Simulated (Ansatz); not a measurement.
Base system: RbInCl3 (space group Fm-3m, No. 225; a = 10.8298 Å; a cell from a computed database, its experimental status unchecked).

All numbers come from Kohn–Sham DFT with the PBEsol functional, run in Ansatz (a program for electronic structure) with PAW and 420 eV plane waves, no spin-orbit coupling.

Base values:

| Property | Value |
|---|---|
| Shortest interatomic distance | 2.528 Å |
| Band gap | 1.11 eV |
| Smallest direct gap | 1.75 eV |

One thing is altered: cell and atoms relaxed at a pressure of 3 GPa.

Q: How does this affect the shortest interatomic distance, band gap and smallest direct gap?

A: The shortest interatomic distance decreases by 0.034 Å, from 2.528 Å to 2.494 Å; the band gap shrinks by 0.67 eV to 0.44 eV; the smallest direct gap decreases by 0.54 eV (1.75 eV → 1.21 eV).

Load acts through the strain it causes; cell and atoms are relaxed under it. No phonon test of stability was made.
